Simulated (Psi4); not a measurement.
Psi4 1.11, unrestricted PBE0/def2-svp: K(Cl) cation ([Cl][K]), charge +1, multiplicity 2, 2 atoms. The geometry is a generated start, not checked to be a minimum at this level.

| Property | Value |
|---|---|
| task | energy |
| method | pbe0 |
| basis | def2-svp |
| memory | 3 GB |
| maxiter | 100 |
| keys of the molecule block | symmetry c1 |
| scf_type | df (default) |
| diis_max_vecs | 10 (default) |
| e_convergence | 1e-06 (default) |
| d_convergence | 1e-06 (default) |
| dft_radial_points | 75 (default) |
| dft_spherical_points | 302 (default) |
| basis functions | 42 |
| grid points | 43837 |

```xyz
2

K     -0.7717    -0.7238    -0.7442
Cl     0.7717     0.7238     0.7442
```

Charge 1 and multiplicity 2 are set for this test and not shown to be the ground state.

With the defaults (guess = auto, which took SAD, soscf = false, soscf_start_convergence = 0.01, level_shift = 0, level_shift_cutoff = 0.01, diis = true, scf_initial_accelerator = adiis, damping_percentage = 0) it converges in 6 SCF iterations. One run each on 2 threads, with these changes:
- diis = false, scf_initial_accelerator = none, damping_percentage = 60
- guess = huckel
- damping_percentage = 20
- guess = sap
- level_shift = 0.1, level_shift_cutoff = 0.001
- guess = sadno
- soscf = true, soscf_start_convergence = 0.1
- guess = core
- soscf = true, soscf_start_convergence = 0.001

Question: Name the settings that don't reach the solution of the defaults.

Answer: All converge. Another solution: guess = core (180 meV higher); guess = sadno (180 meV higher); guess = huckel (180 meV higher). The rest reach the solution of the defaults.

| setting | SCF iterations | JK calls | end |
|---|---|---|---|
| the defaults | 6 | 7 | same solution |
| soscf = true, soscf_start_convergence = 0.001 | 6 | 22 | same solution |
| level_shift = 0.1, level_shift_cutoff = 0.001 | 6 | 7 | same solution |
| soscf = true, soscf_start_convergence = 0.1 | 6 | 22 | same solution |
| guess = sap | 6 | 6 | same solution |
| damping_percentage = 20 | 18 | 19 | same solution |
| diis = false, scf_initial_accelerator = none, damping_percentage = 60 | 34 | 35 | same solution |
| guess = huckel | 7 | 18 | other solution, 180 meV higher |
| guess = sadno | 8 | 8 | other solution, 180 meV higher |
| guess = core | 10 | 10 | other solution, 180 meV higher |

An SOSCF iteration holds several JK calls; a Hückel guess adds calls on atoms.
